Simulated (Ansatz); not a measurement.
The starting structures come from a database of crystals and need not be the phases stable at ambient conditions.

 Where the default PAW files enter, the runs use the earlier of Ansatz's two default sets.

Inside the gap of an insulator the Bloch states are evanescent, with a wavenumber k + iκ along the transport direction.

Here is the system:

```
AlO4P
1.0
    5.11334     0.00000     0.00000
   -2.55667     4.42828     0.00000
    0.00000     0.00000    11.25436
Al P O
3 3 12
Direct
  0.50000   0.00000   0.16667
  0.50000   0.50000   0.83333
  0.00000   0.50000   0.50000
  0.00000   0.50000   0.00000
  0.50000   0.00000   0.66667
  0.50000   0.50000   0.33333
  0.42087   0.19399   0.74405
  0.22688   0.42087   0.41072
  0.80601   0.22688   0.07738
  0.57913   0.80601   0.74405
  0.77312   0.57913   0.41072
  0.19399   0.77312   0.07738
  0.77312   0.19399   0.58928
  0.19399   0.42087   0.92262
  0.42087   0.22688   0.25595
  0.22688   0.80601   0.58928
  0.80601   0.57913   0.92262
  0.57913   0.77312   0.25595
```

Space group of this cell: P6_422. The cell is taken as given; by PBEsol its mean pressure is 3.3 GPa.

Transport runs along the normal of the first two printed cell vectors, the (001) plane of the conventional cell.

The gap is the functional's own. No spin-orbit coupling. Mid-gap values are interpolated on the energy grid.

**Question.** Compute, with PBEsol (Ansatz, a quantum-chemistry and plane-wave program), the band gap and the smallest decay constant κ at mid-gap.

**Answer.** Gap 5.59 eV on a 12×12×4 mesh; κ = 0.515 1/Å, at the zone centre.
